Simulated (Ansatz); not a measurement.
A relaxation of cell and atoms of SrSnPt (Pnma, 12 atoms in the cell) with Ansatz (a quantum-chemistry and plane-wave program).

Method of the run: PBEsol, default PAW files made with PBE (plane waves; Ansatz).

```
CELL_PARAMETERS angstrom
      7.64924     0.00000     0.00000
      0.00000     4.71211     0.00000
      0.00000     0.00000     8.00440
ATOMIC_POSITIONS crystal
  Pt 0.29831 0.25000 0.39391
  Pt 0.20169 0.75000 0.89391
  Pt 0.79831 0.25000 0.10609
  Pt 0.70169 0.75000 0.60609
  Sn 0.16234 0.25000 0.07482
  Sn 0.33766 0.75000 0.57482
  Sn 0.66234 0.25000 0.42518
  Sn 0.83766 0.75000 0.92518
  Sr 0.01830 0.25000 0.68232
  Sr 0.48170 0.75000 0.18232
  Sr 0.51830 0.25000 0.81768
  Sr 0.98170 0.75000 0.31768
```

Reference input (self-consistent single point, DFT, PBEsol, plane waves, default PAW files made with PBE): basis.ecutwfc = 420 eV; kpoints.mp_grid.grid = 3 5 3; hamiltonian.xc = pbesol; hamiltonian.pseudopotentials = {kind: paw} (the program's default PAW files); scf.occupations.method = fermi_dirac; scf.occupations.width = 0.1 eV. This run's input differs from it in these lines:

Ansatz 0.2 input:
```diff
@@ -20,3 +20,3 @@
 basis:
-  ecutwfc: 420.0
+  ecutwfc: 590.0
 kpoints:
@@ -28,2 +28,4 @@
   occupations: { method: fermi_dirac, width: 0.1 }
+relax:
+  cell: {}
 output:
```

Output, abridged:

```
   [... SCF lines of the steps left out ...]
relax step   1: F+E_penalty+E_count = -87313.73463265 eV  Δ(F+E_penalty+E_count) = +0.000e0 eV  max|allowed force component| = 4.846e-2 eV/Å  Δτ_max = 0.0000 Å  P = -1.005 GPa  Ω = 288.511 Å³  (8 SCF iters, dr2 threshold 1.00e-7 eV, accepted)
relax step   2: F+E_penalty+E_count = -87313.73686060 eV  Δ(F+E_penalty+E_count) = -2.228e-3 eV  max|allowed force component| = 4.510e-2 eV/Å  Δτ_max = 0.0176 Å  P = +1.035 GPa  Ω = 281.554 Å³  energy of the carried Pulay correction = +1.204e-4 eV  [...]
relax step   3: F+E_penalty+E_count = -87313.74816316 eV  Δ(F+E_penalty+E_count) = -1.130e-2 eV  max|allowed force component| = 6.084e-3 eV/Å  Δτ_max = 0.0059 Å  P = -0.014 GPa  Ω = 284.968 Å³  energy of the carried Pulay correction = +6.095e-5 eV  [...]
relax step   4: F+E_penalty+E_count = -87313.74810095 eV  Δ(F+E_penalty+E_count) = +6.221e-5 eV  max|allowed force component| = 5.954e-3 eV/Å  Δτ_max = 0.0000 Å  P = -0.014 GPa  Ω = 284.968 Å³  stress off target by 2.34e-2 GPa  SCF on the basis [...]
basis re-selected at this cell: Δ(F+E_penalty+E_count) = +6.221e-5 eV, ΔP = -0.000 GPa vs the last step
the relaxation is at rest under the 8 symmetry operations that the run kept from its start: a minimum is not shown …
Free energy (F): -87313.748101 eV
Internal energy: -87313.546831 eV  (E = F + TS)
E sigma→0 (E₀):  -87313.647466 eV
Entropy (-TS):   -0.201270 eV (-16.772 meV/atom)
Fermi energy:    12.954517 eV
--- Forces (eV/Å), atoms counted from 1 ---
  atom   1  Pt    -0.00376699    -0.00000000    -0.00595350
   [... lines left out ...]
  cell:  # Å, volume = 284.9684 Å³
   [... lines left out ...]
    - { symbol: Sn, position: [0.8373115106243947, 0.75, 0.9249205536482922] }
    - { symbol: Sr, position: [0.01976036669304047, 0.25, 0.6828292077259988] }
    - { symbol: Sr, position: [0.48023963330695957, 0.75, 0.18282920772599867] }
    - { symbol: Sr, position: [0.5197603666930404, 0.25, 0.8171707922740012] }
    - { symbol: Sr, position: [0.9802396333069596, 0.75, 0.3171707922740013] }
```

The run converged. 

Summary of the result:
- Free energy E − TS (on the zero of these files): -87313.7481 eV
- Fermi level (on the code's own zero): 12.95 eV
- Pressure: -0.01 GPa
- Largest force (vector length): 0.007 eV/Å
- Final cell: a = 7.6046 Å, b = 4.6901 Å, c = 7.9898 Å, α = 90.00°, β = 90.00°, γ = 90.00°
- Final volume per atom: 23.75 Å³
- Relaxation steps: 4

The starting cell comes from a database of published, mostly measured structures (it also holds non-ambient and calculated ones), without a prior relaxation at this level. Its lattice was rescaled by a random factor within 2.5 % of one. Spin polarisation is off. The relaxation keeps the symmetry of its start, so its end need not be a minimum. Ansatz's pressure includes its estimate of the finite-basis (Pulay) stress.

Cost on one core of a shared machine: roughly 2 min.
